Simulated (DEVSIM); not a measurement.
Device: abrupt Ge p-n junction, at 400 K.

Layer 1 from the left is Ge, thickness (μm) 11.0, Na (cm⁻³) 1.1e17, τn (s) 0.00019, τp (s) 0.00019. Layer 2 from the left is Ge, thickness (μm) 87.0, Nd (cm⁻³) 3.1e16, τn (s) 0.00019, τp (s) 0.00019.

Left contact: ohmic. Right contact: ohmic. Voltage is applied to the left contact. Recombination: SRH at mid-gap, radiative, Auger. Mobility is μmin + (μ − μmin)/(1 + (N/Nref)^α).

This is a model device: material constants are rounded textbook-type values typed into the input, and sizes, dopings and lifetimes were drawn at random. Values at 300 K; Nc and Nv go as T^1.5, mobilities as T to minus their exponent, the gap by Varshni's rule with the affinity fixed.

Ge: gap (eV) 0.664, affinity (eV) 4, permittivity 16, Nc (cm⁻³) 1.04e19, Nv (cm⁻³) 6e18, μn (cm²/Vs) 3900, μp (cm²/Vs) 1900, μn,min 150, μp,min 100, Nref,n 2.6e17, Nref,p 4e17, αn 0.56, αp 0.6, T exponent of μn 1.66, T exponent of μp 2.33, B (cm³/s) 6.4e-14, Cn (cm⁶/s) 1e-31, Cp (cm⁶/s) 1e-31, Varshni α (eV/K) 0.000477, Varshni β (K) 235.

Simulated with DEVSIM: 1D drift-diffusion, Boltzmann statistics, complete ionisation; no tunnelling, impact ionisation, image-force lowering or self-heating.

What does the simulation give for the potential step across the device at zero bias, the largest field in the device at zero bias, the dark forward voltage at 1 A/cm²?

potential step across the device at zero bias 0.256 V; largest field in the device at zero bias 33000 V/cm; dark forward voltage at 1 A/cm² 0.067 V.
